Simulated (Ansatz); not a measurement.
The parent structure is InSe in the beta-GaS type structure (space group P6_3/mmc, No. 194; a = 4.032 Å, c = 16.764 Å; layered, stacked along the Cartesian z axis). Axes: x lies along a and z along c of the hexagonal cell.

The values are results of PBE-D3(BJ) (Ansatz, a quantum-chemistry and plane-wave program), scalar-relativistic without spin-orbit coupling, not measurements.

For the base:

| Quantity | Value |
|---|---|
| Pressure | 0.00 GPa |
| Valley order | Γ 0.37 eV; M (1/2, 0, 0) 1.12 eV; K (1/3, 1/3, 0) 1.51 eV |

Modification: biaxial strain −0.31 %, plane normal [001], relaxed out of plane (Cartesian); in-plane vectors clamped, the third vector and the atoms free.

Task: What happens to the pressure, valley order and out-of-plane strain?

Result: The pressure (mean of the normal stresses, compression positive) goes from zero to 0.16 GPa; the valley order (the lowest conduction-band minima on the path, energy above the VBM, named in the base's zone) changes from Γ 0.37 eV; M (1/2, 0, 0) 1.12 eV; K (1/3, 1/3, 0) 1.51 eV to Γ 0.42 eV; M (0, 1/2, 0) 1.15 eV; K (-1/3, -1/3, 0) 1.51 eV; the out-of-plane strain comes out as +0.22 %.

The levels and masses belong to the bands next to the band gap. Whether these cells are dynamically stable was not tested.
